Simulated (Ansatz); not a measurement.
The reference is GaAs in the zinc blende structure (space group F-43m, No. 216).

```
CELL_PARAMETERS angstrom
      0.00000     2.82971     2.82971
      2.82971     0.00000     2.82971
      2.82971     2.82971     0.00000
ATOMIC_POSITIONS crystal
  As 0.75000 0.75000 0.75000
  Ga 0.00000 0.00000 0.00000
```

Levels (all Ansatz, a first-principles code, PAW, earlier PAW set): PBEsol (420 eV, without spin-orbit coupling); r2SCAN (500 eV, without spin-orbit coupling); HSE06 (420 eV, no spin-orbit coupling); PBEsol+SOC (420 eV, spin-orbit coupling included); HSE06+SOC (420 eV, noncollinear with spin-orbit coupling).

One geometry, relaxed with PBEsol, under each level:

Notes on the quantities. hole mass: degenerate bands, along [100].

The valence-band top lists the three highest levels at Γ (Kramers pairs under SOC), from the VBM.

| level | band gap | lowest conduction level above the VBM at special points | valence-band top at Γ | electron mass | hole mass | pressure |
|---|---|---|---|---|---|---|
| PBEsol | 0.42 eV | Γ 0.42 eV; L 0.92 eV; X 1.36 eV; U 1.88 eV | 0.00, 0.00, 0.00 eV | 0.025 mₑ (at Γ) | 0.025, 0.34, 0.34 mₑ (at Γ) | 0.00 GPa |
| r2SCAN | … | … | – | … | … | … |
| HSE06 | 1.40 eV | Γ 1.40 eV; L 1.75 eV; X 2.06 eV | – | – | – | – |
| PBEsol+SOC | 0.31 eV | Γ 0.31 eV; L 0.81 eV; X 1.25 eV; U 1.77 eV | 0.00, 0.00, -0.34 eV | – | 0.028, 0.32 mₑ (at Γ) | 0.00 GPa |
| HSE06+SOC | 1.28 eV | Γ 1.28 eV; L 1.63 eV; X 1.94 eV | 0.00, 0.00, -0.36 eV | – | – | – |

Q: Give the withheld r2SCAN results.

A: 
- r2SCAN, band gap: 1.00 eV
- r2SCAN, lowest conduction level above the VBM at special points: Γ 1.00 eV; L 1.37 eV; X 1.77 eV; U 2.28 eV
- r2SCAN, electron mass: 0.052 mₑ (at Γ)
- r2SCAN, hole mass: 0.052, 0.34, 0.34 mₑ (at Γ)
- r2SCAN, pressure: 0.24 GPa

Single points use the geometry relaxed with PBEsol. Their cutoffs differ, which shifts pressures a little. The spin-orbit shifts are approximate. Effective masses come from finite differences of ±0.01 Å⁻¹. Whether these cells are dynamically stable was not tested.
